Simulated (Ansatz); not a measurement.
# Mo: element substitutions

Start from Mo in the bcc (W type) structure (space group Im-3m, No. 229; a = 3.130 Å).

Each row replaces one element on all its sites; cell and atoms are relaxed.

Levels (all Ansatz, a first-principles code, PAW): PBEsol (420 eV, scalar-relativistic without spin-orbit coupling); r2SCAN (500 eV, no spin-orbit coupling).

Pressures by level, all at the geometries relaxed with PBEsol:

| case | PBEsol | r2SCAN |
|---|---|---|
| base | 0.0 GPa | 5.7 GPa |
| Mo → Te | 0.0 GPa | 3.5 GPa |
| Mo → Ru | 0.0 GPa | 4.1 GPa |

Single points use the geometry relaxed with PBEsol. Their cutoffs differ, which shifts pressures a little. Stability against distortions was not tested. As relaxed here, Te and Ru are hypothetical phases, not in the database extracts checked. All final runs are without spin polarisation. Ru has a high density of states at the Fermi level and may be magnetic at this level.
